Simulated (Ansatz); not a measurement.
Cost and result by functional for the surface energy of the (110) surface of rock-salt SrO in its 1x1 cell (cut with top plane O + Sr, bottom plane O + Sr), outermost plane spacing 1.84 Å in the ideal cut, in Ansatz (plane waves, PAW). Single points on the PBE structure, on one kind of machine; costs are rough ratios of the slab run's core time (references not counted) to the cheapest single point. r2SCAN's cost holds its higher cutoff (500 against 420 eV). Differences are taken against HSE06 for comparison alone: no measured value is at hand, so the table doesn't rank accuracy. HSE06 ran on a coarser k-mesh, which lowers its cost and carries part of its shift.

Model: 14-atom slab, O7Sr7, 11.0 Å thick at the start, 7x5x1 mesh, Fermi-Dirac 0.025 eV, dipole correction, all atoms relaxed; start symmetry kept, larger cells not searched; no spin, no spin-orbit, no U. These notes are the PBE run's.

```
functional                     relative cost  surface energy (J/m²)  less HSE06 (J/m²)
-----------------------------  -------------  ---------------------  -----------------
LDA                                        1                   1.36               0.11
RPBE                                       1                   1.03              -0.23
PBEsol                                     1                   1.24              -0.01
r2SCAN                                     2                   1.33               0.07
HSE06                                      8                   1.25               0.00
PBE (the relaxed run's value)              –                   1.15              -0.10
```

The values span 0.34 J/m², while the single points' costs differ by a factor of roughly 8. Differences are of unrounded values.

Ansatz is an electronic-structure program.
